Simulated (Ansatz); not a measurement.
The reference is CuI in the zinc blende structure (space group F-43m, No. 216).

```cif
data_CuI
_chemical_formula_sum 'Cu1 I1'
_space_group_name_H-M_alt 'P 1'
_space_group_IT_number 1
_cell_length_a 4.25877
_cell_length_b 4.25877
_cell_length_c 4.25877
_cell_angle_alpha 60.000
_cell_angle_beta 60.000
_cell_angle_gamma 60.000
loop_
_space_group_symop_operation_xyz
  'x, y, z'
loop_
_atom_site_label
_atom_site_type_symbol
_atom_site_fract_x
_atom_site_fract_y
_atom_site_fract_z
_atom_site_occupancy
Cu1 Cu 0.00000 0.00000 0.00000 1
I1 I 0.25000 0.25000 0.25000 1
```

Level of theory: Ansatz (a first-principles code), r2SCAN, PAW, cutoff 500 eV, no spin-orbit coupling.

Before the change:

The electron mass is 0.18 mₑ (at Γ). The valley order comes out as Γ 1.67 eV; L along ⟨111⟩ 2.57 eV; X along ⟨100⟩ 2.90 eV.

It is then changed as follows: a hydrostatic pressure of 0.9 GPa.

Problem. What does the calculation give for the electron mass and valley order after the change?

Solution. The electron mass is still 0.18 mₑ (at Γ); the valley order (the lowest conduction-band minima on the path, energy above the VBM, named in the base's zone) becomes Γ 1.73 eV; L along ⟨111⟩ 2.58 eV; X along ⟨100⟩ 2.87 eV (base: Γ 1.67 eV; L along ⟨111⟩ 2.57 eV; X along ⟨100⟩ 2.90 eV).

Spin-orbit coupling, missing from the scalar runs, can matter with I. The levels and masses belong to the bands next to the band gap. Load acts through the strain it causes; cell and atoms are relaxed under it. Masses are band curvatures over ±0.01 Å⁻¹ around the edge. Whether these cells are dynamically stable was not tested. The final runs are not spin-polarised.
